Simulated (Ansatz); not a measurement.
Effect of Zn vacancy, symmetric start on ZnS

The parent structure is a 16-atom supercell of ZnS in the zinc blende structure (space group F-43m, No. 216; a = 5.389 Å) at its relaxed geometry.

Now apply this change: a neutral Zn vacancy, symmetric start, atoms relaxed at fixed cell.

The values are results of r2SCAN (Ansatz, an electronic-structure program, PAW, scalar-relativistic without spin-orbit coupling), not measurements. Γ-centred 4×4×4 mesh, Fermi–Dirac width 0.01 eV.

Pressure: -0.9 GPa (base 0.0 GPa)
Largest displacement of a host atom from its site in the perfect cell: 0.04 Å

Final structure:

```xyz
15
Lattice="0.0000 5.3891 5.3891 5.3891 0.0000 5.3891 5.3891 5.3891 0.0000" Properties=species:S:1:pos:R:3 pbc="T T T"
S      4.0402     4.0402     4.0402
S      6.7381     6.7381     4.0402
S      6.7381     4.0402     6.7381
S      9.4092     6.7582     6.7582
S      4.0402     6.7381     6.7381
S      6.7582     9.4092     6.7582
S      6.7582     6.7582     9.4092
S      9.4092     9.4092     9.4092
Zn     2.6946     2.6946    -0.0061
Zn     2.6946    -0.0061     2.6946
Zn     5.3952     2.6946     2.6946
Zn    -0.0061     2.6946     2.6946
Zn     2.6946     5.3952     2.6946
Zn     2.6946     2.6946     5.3952
Zn     5.3891     5.3891     5.3891
```

Cost of the whole job for the changed cell (relaxation, final SCF and bands): roughly 2.4 core-minutes.

Other magnetic orders, which the real material may have, were not ruled out. In so small a cell the defect repeats every few ångströms: this is an ordered compound, not a dilute defect. The mesh was chosen for an insulator and is coarse for the gapless case. The defect started on the symmetric site and kept its symmetry, so it may sit on a saddle. The defect cell is spin-polarised and ends with 2.0 μB.
